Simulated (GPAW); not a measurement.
Short convergence ladders for Cu₃Pd (P4mm, 4 atoms in the cell)

```
Cu3Pd
1.0
    3.68295     0.00000     0.00000
    0.00000     3.68295     0.00000
    0.00000     0.00000     3.68295
Cu Pd
3 1
Direct
  0.01358   0.50000   0.50000
  0.50000   0.00000   0.50000
  0.50000   0.50000   0.00000
  0.00000   0.00000   0.00000
```

Base method: LDA (Perdew-Wang 92), GPAW PAW datasets LDA (gpaw-data 1.0.1) (plane waves; GPAW 25.7.0).

Base settings: mode = pw; ecut = 850 eV; xc = LDA; kpts = 4 4 4; mesh shift (steps) = 0 0 0; occupations.name = fermi-dirac; occupations.width = 0.1 eV; nbands = -10; convergence.forces = 0.001 eV/Å; symmetry.symmorphic = false.

The count of work is k-points × plane waves × bands × iterations; it is no time. Core times come from one kind of shared machine, to one figure; runs under 30 s give none.

**The k-point mesh**

Only quantities that move along the ladder and can be compared are tabulated.

```csv
kpts,free energy less the last step's (meV/atom),pressure (GPa),largest difference of a force vector from the last step's (eV/Å),count of work / last,core time / last (rough)
2 2 2,200.11,-7.36,0.059,0.049,–
3 3 3,10.15,-8.91,0.001,0.043,–
4 4 4,-4.71,-9.80,0.012,0.14,0.1
5 5 5,-3.69,-9.10,0.001,0.12,–
7 7 7,1.42,-9.12,0.003,0.29,0.3
8 8 8,0.11,-9.32,0.002,0.52,0.5
10 10 10,0.00,-9.33,0.000,1.0,1
```

Coarsest kpts that holds the forces within 0.01 eV/Å of the last step, with all finer ones: 5 5 5, at 0.12 of the last step's count of work; the step before is off by 0.012 eV/Å.

Coarsest kpts that holds the pressure within 1 GPa of the last step, with all finer ones: 3 3 3, at 0.043 of the last step's count of work; the step before is off by 2.0 GPa.

Coarsest kpts that holds the free energy within 1 meV/atom of the last step, with all finer ones: 8 8 8; the step before is off by 1.4 meV/atom.

Two neighbours can agree and both be off: 5 5 5 and 7 7 7 differ by 0.02 GPa in the pressure, yet lie about 0.21 GPa from the last step.

**The k-point mesh at a smearing width of 0.02 eV**

In this ladder: occupations.width = 0.02 eV.

Only quantities that move along the ladder and can be compared are tabulated.

| kpts | free energy less the last step's (meV/atom) | pressure (GPa) | largest difference of a force vector from the last step's (eV/Å) | count of work / last | core time / last (rough) |
|---|---|---|---|---|---|
| 3 3 3 | 15.82 | -8.91 | 0.005 | 0.024 | – |
| 5 5 5 | -4.57 | -9.02 | 0.009 | 0.077 | 0.10 |
| 7 7 7 | 1.27 | -9.18 | 0.001 | 0.20 | 0.2 |
| 10 10 10 | -0.72 | -9.41 | 0.003 | 0.57 | 0.6 |
| 12 12 12 | 0.00 | -9.39 | 0.000 | 1.0 | 1 |

Coarsest kpts that holds the forces within 0.005 eV/Å: not settled: the last two steps still differ by 0.003 eV/Å, over half the tolerance, so the ladder does not show it.

Coarsest kpts that holds the free energy within 5 meV/atom of the last step, with all finer ones: 5 5 5, at 0.077 of the last step's count of work and about 0.10 of the last step's time; the step before is off by 16 meV/atom.

Coarsest kpts that holds the pressure within 0.1 GPa of the last step, with all finer ones: 10 10 10; the step before is off by 0.20 GPa.

**The SCF threshold**

In this ladder: convergence.forces = default. Moved along: convergence.density, convergence.eigenstates.

The mesh stays at the base's, so the ladder's end is converged at best in this setting alone.

Only quantities that move along the ladder and can be compared are tabulated.

| convergence.energy | pressure (GPa) | largest difference of a force vector from the last step's (eV/Å) | count of work / last | core time / last (rough) |
|---|---|---|---|---|
| 0.002 eV/electron | -9.71 | 0.008 | 0.15 | – |
| 2e-05 eV/electron | -9.80 | 0.000 | 0.21 | 0.3 |
| 2e-07 eV/electron | -9.79 | 0.000 | 0.31 | 0.4 |
| 2e-14 eV/electron | -9.79 | 0.000 | 1.0 | 1 |

Coarsest convergence.energy that holds the forces within 0.005 eV/Å of the last step, with all finer ones: 2e-05 eV/electron, at 0.21 of the last step's count of work and about 0.3 of the last step's time; the step before is off by 0.008 eV/Å.

Coarsest convergence.energy that holds the pressure within 0.05 GPa of the last step, with all finer ones: 2e-05 eV/electron, at 0.21 of the last step's count of work and about 0.3 of the last step's time; the step before is off by 0.07 GPa.

On the base run: the starting cell comes from a database of computed structures (which also holds hypothetical and non-ambient phases and stackings), without a prior relaxation at this level. Its lattice was rescaled by up to half a per cent. One atom was moved a little off its site on purpose. Spin polarisation is off. In the base run, with a pressure of about -10 GPa the cell is away from its equilibrium volume at this level. Without a gap this mesh is coarse (it stands for a supercell whose shortest vector is 15 Å).
